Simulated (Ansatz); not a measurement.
We consider PdBi (P6₃/mmc, No. 194, 4 atoms in the cell; start mp-1008488), described by PBEsol in Ansatz (PAW).

Input file:

Ansatz 0.2 input:
```yaml
crystal:
  lattice:
    - [4.2300951484, 0.0, 0.0]
    - [-2.1150475742, 3.6633698589, 0.0]
    - [0.0, 0.0, 5.5907176618]
  atoms:
    - { symbol: Bi, position: [0.3333333333, 0.6666666667, 0.25] }
    - { symbol: Bi, position: [0.6666666667, 0.3333333333, 0.75] }
    - { symbol: Pd, position: [0.0, 0.0, 0.5] }
    - { symbol: Pd, position: [0.0, 0.0, 0.0] }
basis:
  ecutwfc: 520
  ecutrho_ratio: 4
  xc_grid: 2
kpoints:
  mp_grid: { grid: [18, 18, 10] }
hamiltonian:
  xc: pbesol
  dispersion: none
  pseudopotentials: { kind: paw }
scf:
  occupations: { method: fermi_dirac, width: 0.05 }
output:
  forces: true
  stress: true
  eigenvalues: true
relax:
  f_tol: 0.004
  escape_saddle: false
  max_steps: 80
  cell: { stress_tol: 0.02, fix: [volume] }
```

Output (set-up and result lines):

```
Relaxation: its limit of steps is 80 (relax.max_steps)
Crystal: 4 atoms, lattice volume = 86.636 Å³
Basis set: ecut = 520 eV, 2283 PW (Γ), exchange–correlation on 64×64×90 points (8 copies of the dense FFT grid, shifted against one another)
Bands: 40, of which v1, the nominal top of the filled ones, is band 33 counted from 1 (32 counted from 0)
Symmetry: 24 space group operations
Space group: P63/mmc (ITA 194), of the structure as read, at distance tolerance 4.4e-5 Å
k-points: 222 of 3240
Functional: x = pbesol(κ = 0.804, μ = 0.12345679012345678), c = pbesol(β = 0.046)
SCF iter   1: F=—  HF=-38298.615720 eV  |F-HF|=—  |Δ(HF+E_count)|=         —  Δρ=7.72e-3  dr2=6.04e-2
SCF iter   2: F=—  HF=-38298.614615 eV  |F-HF|=—  |Δ(HF+E_count)|=   1.10e-3  Δρ=7.09e-3  dr2=3.90e-2
  ...
SCF 1 converged in 6 iterations: F = -38298.605216 eV  dr2 = 4.48e-9
Crystal: 4 atoms, lattice volume = 86.636 Å³
Initial density: handed on by an earlier stage of this run
SCF 2 converged in 4 iterations: F = -38298.605222 eV  dr2 = 5.14e-10
Crystal: 4 atoms, lattice volume = 86.636 Å³
SCF iter   3: F=—  HF=-38298.605221 eV  |F-HF|=—  |Δ(HF+E_count)|=  1.02e-10  Δρ=1.96e-7  dr2=1.03e-11
SCF iter   4: F=-38298.605221 eV  HF=-38298.605221 eV  |F-HF|=0.00e0  |Δ(HF+E_count)|=  7.28e-12  Δρ=4.90e-8  dr2=1.46e-12
SCF 3 converged in 4 iterations: F = -38298.605221 eV  dr2 = 1.46e-12
SCF converged after 4 iterations
Free energy (F): -38298.605221 eV
Internal energy: -38298.590197 eV  (E = F + TS)
E sigma→0 (E₀):  -38298.597709 eV
Fermi energy:    15.257023 eV
--- Forces (eV/Å), atoms counted from 1 ---
  atom   1  Bi     0.00000000    -0.00000000     0.00000000
  atom   2  Bi     0.00000000     0.00000000     0.00000000
  atom   3  Pd    -0.00000000    -0.00000000     0.00000000
  atom   4  Pd    -0.00000000    -0.00000000     0.00000000
--- Stress (GPa, compression-positive) ---
        2.245083       0.000000       0.000000
        0.000000       2.245083       0.000000
        0.000000       0.000000       2.254091
  P = ⅓ Tr σ = 2.2481 GPa (22.481 kbar)
```

The cell is one volume of an energy–volume scan, off the minimum.

The PAW data were made under PBE.

Note: the relaxation could not lower the start's symmetry, so the cell can be a saddle point above a distorted one.

The result took roughly 2.9 core-minutes.

A start named mp-… is a Materials Project structure, which need not be a measured phase.

Ansatz is a first-principles code.
